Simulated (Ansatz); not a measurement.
Base system: TiB$_{2}$ (space group P6/mmm, No. 191; a = 3.032 Å, c = 3.224 Å).

The values are results of PBE (Ansatz, an electronic-structure program, PAW, spin-orbit coupling left out), earlier PAW set, not measurements.

For the base:

The c/a ratio is 1.063 and the volume per atom is 8.56 Å³.

Modification: cell and atoms relaxed at a pressure of 45 GPa.

Task: Predict the new c/a ratio.

Result: The c/a ratio falls by 0.0178 to 1.046.

Task: Estimate the effect on the volume per atom.

Result: The volume per atom shrinks by 1.10 Å³ to 7.46 Å³.

Load acts through the strain it causes; cell and atoms are relaxed under it. Stability against distortions was not tested. Competing high-pressure phases were not computed. The final runs are not spin-polarised.
